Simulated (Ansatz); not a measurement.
Response to strain in Ag

Consider Ag in the fcc (Cu type) structure (space group Fm-3m, No. 225; a = 4.054 Å; relaxed with 0.1 eV smearing). Axes: x, y, z lie along the cube axes.

Strains are applied to the cell and any free atomic positions relax; under biaxial strain the out-of-plane vector relaxes too.

The values are results of DFT with PBEsol, PAW potentials and a 420 eV plane-wave cutoff in Ansatz (a program for electronic structure), no spin-orbit coupling, not measurements.

Notes on the quantities. pressure: mean of the normal stresses, compression positive; energy relative to the base: free energy F.

```tsv
change	pressure	energy relative to the base	volume per atom	space group
base	0.0 GPa	0 meV/atom	16.65 Å³	Fm-3m (No. 225)
biaxial strain +2.01 %, plane normal [001], relaxed out of plane	-1.0 GPa	+3.4 meV/atom	16.81 Å³	I4/mmm (No. 139)
biaxial strain +3.69 %, plane normal [110], relaxed out of plane	-4.1 GPa	+25 meV/atom	17.40 Å³	Immm (No. 71)
isotropic strain +1.24 %	-4.0 GPa	+8.1 meV/atom	17.28 Å³	Fm-3m (No. 225)
uniaxial strain ε_xx = +0.99 %	-1.1 GPa	+0.7 meV/atom	16.82 Å³	I4/mmm (No. 139)
uniaxial strain ε_yy = −0.86 %	1.1 GPa	+0.6 meV/atom	16.51 Å³	I4/mmm (No. 139)
```

A biaxial case was relaxed in a doubled cell and then solved in the primitive one. No phonon test of stability was made.
